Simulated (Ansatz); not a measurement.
**Amorphous Hf₂₀Si₂₀O₆₂N₁₂**

A CHGNet melt-quench gave the starting glass, which DFT then relaxed. O and N atoms were pushed apart under 1.9 Å during the dynamics, to hinder bonds among them. The hot cell started wider than the set density and was brought back towards it in steps. It is the lowest in DFT energy of 4 quenches. It is a model cell: composition and starting density were chosen by hand, and all elements were melted together. No dispersion term was used.

Methods: PBE, scalar-relativistic without spin-orbit coupling (Ansatz, a program for electronic structure); r2SCAN, scalar-relativistic without spin-orbit coupling (Ansatz); HSE06, scalar-relativistic without spin-orbit coupling (Ansatz). Geometry, pressure, stress and energy are those of the PBE run. Its sampling: a 2×2×2 Γ-centred mesh; Fermi-Dirac width 0.02 eV; no spin polarisation. Other functionals are single points at the zone centre (r2SCAN at 500 eV; exact exchange cut at the cell's faces), free to take moments where seeds were set. At PBE the levels at the filled edge of the gap are localised (band-tail or defect states), and the nearest spread-out levels lie 3.6 eV apart at the zone centre.

| Property | Result |
|---|---|
| Number of atoms in the cell | 114 |
| Density (volume relaxed, without dispersion) | 5.85 g/cm^3 |
| Volume per atom | 89.0 bohr^3 |
| Pressure on a 2×2×2 Γ-centred mesh | 0.04 GPa |
| Largest force and stress component on that mesh (the relaxation ran on the zone centre alone) | 0.03 eV/Å and 0.1 GPa |
| Level gap on a 2×2×2 Γ-centred mesh (PBE) | 3.06 eV |
| Level gap at the zone centre (PBE) | 3.09 eV |
| Level gap at the zone centre (r2SCAN) | 3.46 eV |
| Level gap at the zone centre (HSE06) | 4.36 eV |

Bonds are counted up to Hf-Hf 3.34 Å, Hf-Si 2.89 Å, Hf-O 2.84 Å, Hf-N 2.66 Å, Si-Si 2.60 Å, Si-O 2.00 Å, Si-N 2.02 Å, O-O 1.58 Å, O-N 1.64 Å, N-N 1.70 Å. Two cations that share two anions don't count as bonded, nor two that share one unless they lie closer than Hf-Hf 3.25 Å, Hf-Si 2.81 Å, Si-Si 2.38 Å.

The mean coordination of Hf by anions is 5.95 (1 with 4, 3 with 5, 12 with 6, 4 with 7) and the mean coordination of Si by anions comes out as 4.05 (19 with 4, 1 with 5). The mean coordination of O is 2.60 (28 with 2, 31 with 3, 3 with 4) and the mean coordination of N is 3.25 (9 with 3, 3 with 4). The mean Hf-O bond is 2.169 Å (spread 0.198 Å, 99 counted) and the mean Si-O bond comes out as 1.661 Å (spread 0.051 Å, 62 counted).

Its density started from a set value of 5.95 g/cm³. The simulated quench (nominally 600 K/ps over its main leg) is rapid and tends to freeze in more defects than a deposited or slowly cooled glass has. One small periodic cell is one sample of the glass; other quenches scatter about these values. Volume and shape were free in the relaxation.
